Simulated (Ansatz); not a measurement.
Given:

```
SnS2
1.0
    3.73471     0.00000     0.00000
    1.86736     3.23435     0.00000
    0.00000     0.00000     5.70559
Sn S
1 2
Cartesian
  0.00000   0.00000   0.00000
  1.86736   1.07812   1.45497
  3.73471   2.15624   4.25062
```

No spin polarisation.

Level of theory: DFT with PBE-D3(BJ), PAW potentials and a 420 eV plane-wave cutoff in Ansatz (a quantum-chemistry and plane-wave program), no spin-orbit coupling. Γ-centred 10×10×6 mesh, Fermi–Dirac width 0.05 eV.

Task: Predict the valence-band top at Γ (three highest levels, from the VBM).

Result: 0.00, -0.82, -0.82 eV.

Task: Predict the width of the top valence band.

Result: 1.69 eV.

Task: What gap character does the calculation give?

Result: Indirect, Γ → k = (0, 0.400, -1/3) in the run's primitive reciprocal basis.

The cells carry an imposed strain or load. No phonon test of stability was made. The cell was made from SnS2 in the CdI2 type structure (space group P-3m1, No. 164; layered, stacked along the Cartesian z axis) by this change: biaxial strain +1.78 %, plane normal [001], relaxed out of plane.
